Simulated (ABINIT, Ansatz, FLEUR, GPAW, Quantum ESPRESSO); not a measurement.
## BaB6 (Pm-3m, 7 atoms in the cell) computed with different codes at matched settings

Self-consistent single point.

```yaml
crystal:
  lattice:
    - [4.23065, 0.00000, 0.00000]
    - [0.00000, 4.23065, 0.00000]
    - [0.00000, 0.00000, 4.23065]
  atoms:
    - { symbol: Ba, position: [0.00000, 0.00000, 0.00000] }
    - { symbol: B, position: [0.20566, 0.50000, 0.50000] }
    - { symbol: B, position: [0.79434, 0.50000, 0.50000] }
    - { symbol: B, position: [0.50000, 0.20566, 0.50000] }
    - { symbol: B, position: [0.50000, 0.79434, 0.50000] }
    - { symbol: B, position: [0.50000, 0.50000, 0.20566] }
    - { symbol: B, position: [0.50000, 0.50000, 0.79434] }
```

Shared settings, as Ansatz (a first-principles code) writes them: kpoints.mp_grid.grid = 5 5 5; scf.occupations.method = gaussian; scf.occupations.width = 0.1 eV. Potentials and cutoffs stand in the table.

| code | model | pressure (GPa) | largest force (eV/Å) | cutoff |
|---|---|---|---|---|
| Ansatz | LDA (PW92), PAW files made with PBE | -2.61 | 0.121 | default |
| FLEUR | LDA (Vosko-Wilk-Nusair), all-electron FLAPW (FLEUR), scalar-relativistic valence | – | 0.139 | Kmax 4 1/bohr |
| GPAW | LDA (Perdew-Wang 92), GPAW PAW datasets LDA (gpaw-data 1.0.1) | – | 0.143 | 900 eV |
| Quantum ESPRESSO | LDA (PZ), GBRV 1.5 ultrasoft (LDA) pseudopotentials | -1.42 | 0.162 | 40 Ry |
| ABINIT | LDA (PW92), norm-conserving pseudopotentials (PseudoDojo nc-sr-04 LDA standard) | -2.51 | 0.139 | 1034 eV |

A dash marks a value that a program does not give, or that is left out as unsure.

The spread over the programs that give each value: pressure within 1.19 GPa; largest force within 0.041 eV/Å.

FLEUR treats all electrons, but the usual bases taken here (sphere radii, linearisation, local orbitals, empty states) were not tested for convergence, so the values are no reference for the others. Ansatz's pressure is given at a fixed set of plane waves, as the other plane-wave codes print theirs; with its correction for the finite basis it is -2.45 GPa. The pressure of GPAW is left out: its cutoff lies under the one at which its stress was checked. The same LDA comes in different parametrisations, which differ slightly. In the pressure, Quantum ESPRESSO (by 1.09) lies more than 1 GPa from the median of the plane-wave programs.

On the base mesh (10 10 10) the same programs gave: Ansatz pressure -2.55 GPa; Quantum ESPRESSO pressure -1.35 GPa; ABINIT pressure -2.46 GPa.

The starting cell comes from a database of computed structures (which also holds hypothetical and non-ambient phases and stackings), without a prior relaxation at this level. Its lattice was rescaled by a random factor within 2.5 % of one.

Keys are those of Ansatz 0.2.
